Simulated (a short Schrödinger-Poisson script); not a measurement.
System: MOS inversion layer, HfO2 on p-type In0.53Ga0.47As, at 400 K.

| layer | material | thickness (nm) | Na (cm⁻³) |
|---|---|---|---|
| 1 | HfO2 | 4.9 | - |
| 2 | In0.53Ga0.47As | 920 | 1.9e17 |

The device is made up for the run: typed textbook-type constants, with dimensions and the other settings drawn at random. HfO2: permittivity 22, conduction-band edge (eV) 2.01, gap (eV) 5.7, electron mass (mₑ) 0.2. In0.53Ga0.47As: permittivity 13.9, conduction-band edge (eV) 0, gap (eV) 0.74, Nv at 300 K (cm⁻³) 7.7e18.

Channel valleys (confinement mass, in-plane density-of-states mass, number): Γ 0.041, 0.041, 1. At the gate the conduction-band edge of layer 1 lies 2.17 eV − eVg above the Fermi level of the channel; the field vanishes at the back. Gaps are held at their typed values at every temperature. Mesh 0.03 nm at interfaces.

From a short Schrödinger-Poisson script (our own, NumPy): 1D Poisson equation in equilibrium, electrons quantum, Hartree (BenDaniel-Duke, 12 states a valley, the channel's in-plane mass for all, wave functions ending at the dielectric), parabolic valleys, classical holes, full ionisation, no traps, pinning or gate leakage.

The same stack at other levels of the model or other numerical settings:

| run | sheet density of all electrons at Vg = 0.9 V (cm⁻²) | sheet density of all electrons at Vg = 0.3 V (cm⁻²) | capacitance at Vg = 0.9 V (μF/cm²) | centroid of the channel electrons at Vg = 0.9 V (nm) | rough cost against the base |
|---|---|---|---|---|---|
| base | 3.76e12 | 7.18e10 | 1.31 | 5.33 | about 1 |
| electrons treated as classical, Boltzmann | (withheld) | 4.12e11 | 3.47 | 0.80 | 0.05 |
| electrons treated as classical, Fermi-Dirac | (withheld) | 2.72e11 | 1.51 | 3.61 | 0.4 |
| electrons treated as quantum, Hartree plus LDA exchange-correlation | 3.91e12 | 8.02e10 | 1.33 | (withheld) | 2 |
| mesh six times as coarse | 3.77e12 | 7.19e10 | 1.31 | 5.33 | 0.3 |
| one subband a valley | 3.49e12 | 6.87e10 | 1.17 | 4.61 | about 1 |

### Question
Fill in the missing entries.

### Answer

- electrons treated as quantum, Hartree plus LDA exchange-correlation, centroid of the channel electrons at Vg = 0.9 V (nm): 5.26
- electrons treated as classical, Boltzmann, sheet density of all electrons at Vg = 0.9 V (cm⁻²): 1.11e13
- electrons treated as classical, Fermi-Dirac, sheet density of all electrons at Vg = 0.9 V (cm⁻²): 4.88e12

The classical rows ignore confinement, and Boltzmann statistics overrate the density once the band edge passes the Fermi level.

Above a few 1e12 electrons/cm² a light Γ valley is non-parabolic and upper valleys begin to fill, which the model leaves out.
